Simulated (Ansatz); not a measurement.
**MgO under a change: pressure 3 GPa**

Consider MgO in the rock salt structure (space group Fm-3m, No. 225; a = 4.214 Å).

It is then changed as follows: cell and atoms relaxed at a pressure of 3 GPa.

Computed with Ansatz (a program for electronic structure) PBEsol, spin-orbit coupling left out. Γ-centred 13×13×13 mesh, Fermi–Dirac width 0.05 eV.

```tsv
quantity	base	changed	shift
volume per atom	9.35 Å³	9.18 Å³	-0.17 Å³
density	3.58 g/cm³	3.64 g/cm³	+0.066 g/cm³
lattice parameter a	4.214 Å	4.188 Å	-0.026 Å
shortest interatomic distance	2.107 Å	2.094 Å	-0.013 Å
band gap	4.62 eV	4.80 eV	+0.18 eV
gap character	direct at Γ	direct at Γ	–
mean gap deformation potential ΔEg/Δln V	–	-9.7 eV	–
electron mass	0.34 mₑ (at Γ)	0.35 mₑ (at Γ)	–
hole mass (degenerate bands, along [100])	0.38, 2.1, 2.1 mₑ (at Γ)	0.39, 2.1, 2.1 mₑ (at Γ)	–
```

Load acts through the strain it causes; cell and atoms are relaxed under it. Effective masses come from finite differences of ±0.01 Å⁻¹. No phonon test of stability was made. The base started in P3_121 and relaxed to Fm-3m at this level.
